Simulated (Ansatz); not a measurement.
## A computed series for ZrB2: response to strain

Start from ZrB$_{2}$ (space group P6/mmm, No. 191; a = 3.1714 Å, c = 3.5418 Å; relaxed with 0.1 eV smearing). Axes: x lies along a and z along c of the hexagonal cell.

Strains are applied to the cell and any free atomic positions relax.

Computed with PBE (Ansatz, a first-principles code), without spin-orbit coupling.

Notes on the quantities. energy relative to the base: free energy F; pressure: mean of the normal stresses, compression positive.

```tsv
variant	energy relative to the base	volume per atom	pressure
base	0 meV/atom	10.28 Å³	0.0 GPa
uniaxial strain ε_zz = −3.00 %	+13 meV/atom	9.98 Å³	7.4 GPa
uniaxial strain ε_zz = −2.50 %	+9.1 meV/atom	10.03 Å³	6.1 GPa
uniaxial strain ε_zz = −2.00 %	+5.7 meV/atom	10.08 Å³	4.8 GPa
uniaxial strain ε_zz = −1.50 %	+3.2 meV/atom	10.13 Å³	3.5 GPa
uniaxial strain ε_zz = +0.50 %	+0.3 meV/atom	10.34 Å³	-1.1 GPa
uniaxial strain ε_zz = +1.50 %	+3.0 meV/atom	10.44 Å³	-3.2 GPa
uniaxial strain ε_zz = +2.00 %	+5.3 meV/atom	10.49 Å³	-4.2 GPa
uniaxial strain ε_zz = +2.50 %	+8.3 meV/atom	10.54 Å³	-5.2 GPa
uniaxial strain ε_zz = +3.00 %	+12 meV/atom	10.59 Å³	-6.1 GPa
```

Stability against distortions was not tested. All final runs are without spin polarisation.
